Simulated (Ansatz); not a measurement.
Consider Cu in the fcc (Cu type) structure (space group Fm-3m, No. 225; a = 3.577 Å).

Level of theory: Ansatz (an electronic-structure program) r2SCAN, no SOC.

Base values:

```
Item                          Value
---------------  ------------------
Magnetic state   not spin-polarised
Volume per atom            11.44 Å³
```

Now apply this change: every Cu is replaced by Ni, then cell and atoms are relaxed.

Tabulated Pauling electronegativity and covalent radius: Cu 1.90, 1.32 Å; Ni 1.91, 1.24 Å.

Q: Predict the new magnetic state and volume per atom.

A: The magnetic state goes from not spin-polarised to ferromagnetic; the volume per atom shrinks by 0.92 Å³ (11.44 Å³ → 10.52 Å³).

The magnetic state is the one reached from the starting moments; the real material's order can differ, and small cells can't hold many antiferromagnetic ones. No phonon test of stability was made. Spin-polarised in the final run: Ni; the other runs are not.
